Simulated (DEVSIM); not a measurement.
System: Si p-i-n diode, at 250 K.

Layer 1 from the left is Si, thickness (μm) 0.440, Na (cm⁻³) 1.4e18, τn (s) 8.3e-5, τp (s) 8.3e-5. Layer 2 from the left is Si, thickness (μm) 0.540, Nd (cm⁻³) 1.4e11, τn (s) 8.3e-5, τp (s) 8.3e-5. Layer 3 from the left is Si, thickness (μm) 2.60, Nd (cm⁻³) 1.6e18, τn (s) 8.3e-5, τp (s) 8.3e-5.

Left contact: ohmic. Right contact: ohmic. Voltage is applied to the left contact. Recombination: SRH at mid-gap. Mobility is μmin + (μ − μmin)/(1 + (N/Nref)^α).

Constants are typed, rounded textbook-type inputs, not results; the design itself was drawn at random and stands for no fabricated device. Values at 300 K; Nc and Nv go as T^1.5, mobilities as T to minus their exponent, the gap by Varshni's rule with the affinity fixed.

Si: gap (eV) 1.124, affinity (eV) 4.05, permittivity 11.7, Nc (cm⁻³) 2.86e19, Nv (cm⁻³) 3.1e19, μn (cm²/Vs) 1417, μp (cm²/Vs) 470, μn,min 52, μp,min 45, Nref,n 9.7e16, Nref,p 2.2e17, αn 0.68, αp 0.72, T exponent of μn 2.3, T exponent of μp 2.2, Varshni α (eV/K) 0.000473, Varshni β (K) 636.

Simulated with DEVSIM: 1D drift-diffusion, Boltzmann statistics, complete ionisation; no tunnelling, impact ionisation, image-force lowering or self-heating.

### Question
What does the simulation give for the potential step across the device at zero bias, the dark forward voltage at 1 A/cm²?

### Answer
potential step across the device at zero bias 1.019 V; dark forward voltage at 1 A/cm² 0.787 V.
